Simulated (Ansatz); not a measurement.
A self-consistent single point of ZnInGaO4 (R3m, 7 atoms in the cell) with Ansatz (a quantum-chemistry and plane-wave program).

Method: PBE (plane waves, PAW; Ansatz).

```
CELL_PARAMETERS angstrom
      1.64750     0.95118     8.69000
     -1.64750     0.95118     8.69000
      0.00000    -1.90237     8.69000
ATOMIC_POSITIONS crystal
  In 0.00000 0.00000 0.00000
  Ga 0.78290 0.78290 0.78290
  Zn 0.21710 0.21710 0.21710
  O  0.87180 0.87180 0.87180
  O  0.12820 0.12820 0.12820
  O  0.70720 0.70720 0.70720
  O  0.29280 0.29280 0.29280
```

Reference input (self-consistent single point, DFT, PBE, plane waves, default PAW files): basis.ecutwfc = 420 eV; kpoints.mp_grid.grid = 8 8 8; hamiltonian.xc = pbe; hamiltonian.pseudopotentials = {kind: paw} (the program's default PAW files); scf.occupations.method = fermi_dirac; scf.occupations.width = 0.1 eV. This run's input differs from it in these lines:

Ansatz 0.2 input:
```diff
@@ -14,3 +14,3 @@
 basis:
-  ecutwfc: 420.0
+  ecutwfc: 735.0
 kpoints:
```

Log, with long lists cut:

```
SCF iter   1: F=—  HF=-14970.524268 eV  |F-HF|=—  |Δ(HF+E_count)|=         —  Δρ=3.52e-3  dr2=8.05e-3  ethr=1.77e-3  ⟨swp⟩=6.3  Hψ=11423  notcnv=0  defer=5
all-band conjugate gradients solve this SCF's bands
preconditioner: auto → Resta (q_TF=auto, 2.606 Å⁻¹)
SCF iter   2: F=—  HF=-14970.523181 eV  |F-HF|=—  |Δ(HF+E_count)|=   1.09e-3  Δρ=1.43e-3  dr2=1.35e-3  ethr=1.30e-5  ⟨swp⟩=2.0  Hψ=4850  notcnv=0  defer=9
   [... lines left out ...]
SCF iter   5: F=—  HF=-14970.522912 eV  |F-HF|=—  |Δ(HF+E_count)|=   1.03e-4  Δρ=1.42e-4  dr2=1.43e-5  ethr=3.99e-8  ⟨swp⟩=2.0  Hψ=4362  notcnv=0  defer=9
SCF iter   6: F=—  HF=-14970.522912 eV  |F-HF|=—  |Δ(HF+E_count)|=   2.17e-7  Δρ=4.72e-5  dr2=1.30e-6  ethr=2.31e-8  ⟨swp⟩=2.1  Hψ=3488  notcnv=0  defer=9
SCF iter   7: F=—  HF=-14970.522912 eV  |F-HF|=—  |Δ(HF+E_count)|=   2.96e-7  Δρ=1.64e-5  dr2=1.88e-7  ethr=2.10e-9  ⟨swp⟩=2.0  Hψ=4137  notcnv=0  defer=9
SCF iter   8: F=-14970.522912 eV  HF=-14970.522912 eV  |F-HF|=1.24e-8  |Δ(HF+E_count)|=   1.25e-7  Δρ=7.97e-6  dr2=4.61e-8  ethr=1.61e-10  ⟨swp⟩=10.2  Hψ=13534  notcnv=0
SCF 1 converged in 8 iterations: F = -14970.522912 eV  dr2 = 4.61e-8
Free energy (F): -14970.522912 eV
Internal energy: -14970.517764 eV  (E = F + TS)
E sigma→0 (E₀):  -14970.520338 eV
Entropy (-TS):   -0.005148 eV (-0.735 meV/atom)
Fermi energy:    9.768432 eV
--- Forces (eV/Å), atoms counted from 1 ---
  atom   1  In     0.00000000    -0.00000003    -1.53268455
  atom   2  Ga     0.00000000     0.00000002     0.96889048
  atom   3  Zn     0.00000000     0.00000001     0.37065621
  atom   4  O      0.00000000    -0.00000003    -1.68022755
  atom   5  O      0.00000000    -0.00000002    -1.23248745
  atom   6  O      0.00000000     0.00000004     1.99342389
  atom   7  O     -0.00000000     0.00000002     1.11242554
--- Stress (GPa, compression-positive) ---
        9.840294       0.000000       0.000000
        0.000000       9.840294      -0.000000
        0.000000      -0.000000       3.834547
  P = ⅓ Tr σ = 7.8384 GPa (78.384 kbar)
  The stress holds the Pulay correction. Without it, at fixed plane waves, as pw.x and ABINIT print it: P = 7.8322 GPa
```

The run converged in 8 iterations. Against the reference run the free energy goes down by 5.3 meV/atom, the pressure moves little (7.86 to 7.84 GPa) and the largest force hardly changes (1.997 to 1.993 eV/Å).

The starting cell was generated: these elements placed on a structure prototype, without a prior relaxation; it need not be a known phase or ordering of this composition. Forces in this geometry exceed 1 eV/Å. Ansatz's pressure includes its estimate of the finite-basis (Pulay) stress. The run gives no clean gap (levels at the Fermi energy touch, overlap or are partly filled at this smearing), which alone does not show that the compound is a metal.

Cost on one core of a shared machine: roughly 70 s.
